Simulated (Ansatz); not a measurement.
## Effective masses and thermopower of AlN (P6_3mc)

Given:

```xyz
4
Lattice="3.1138 0.0000 0.0000 -1.5569 2.6966 0.0000 0.0000 0.0000 4.9837" Properties=species:S:1:pos:R:3 pbc="T T T"
Al     1.5569     0.8989     2.4870
Al     0.0000     1.7977     4.9788
N      1.5569     0.8989     4.3905
N      0.0000     1.7977     1.8987
```

Method: PBEsol, rigid bands (plane waves, PAW, scalar-relativistic; Ansatz, a quantum-chemistry and plane-wave program). Cell: cell and atoms relaxed with PBEsol.

| Property | Result |
|---|---|
| band gap | 4.10 eV |
| electron conductivity mass (300 K, dilute) | 0.31 (x), 0.31 (y), 0.30 (z) mₑ |
| hole conductivity mass (300 K, dilute) | 3.7 (x), 3.7 (y), 0.41 (z) mₑ |
| effective density of states N_c (300 K) | 4.2e18 cm⁻³ |
| effective density of states N_v (300 K) | 5.8e19 cm⁻³ |
| density-of-states mass, electrons | 0.30 mₑ |
| density-of-states mass, holes | 1.76 mₑ |
| Seebeck coefficient, n-type 1e19 cm⁻³, 300 K | -156 μV/K |
| Seebeck coefficient, p-type 1e19 cm⁻³, 300 K | 374 μV/K |
| best p-type power factor at 300 K for τ = 10 fs (best axis; densities from 1e16 to 1e21 cm⁻³ tried, whether or not they can be reached) | 16.0 μW/(cm·K²) at 1e20 cm⁻³ |

Rigid bands; masses and Seebeck coefficients take one relaxation time τ for all states and one kind of carrier; polarons and phonon drag are left out. Spin-orbit coupling is left out; where it splits the top of the valence band, N_v and the p-type Seebeck coefficient come out somewhat high without it.
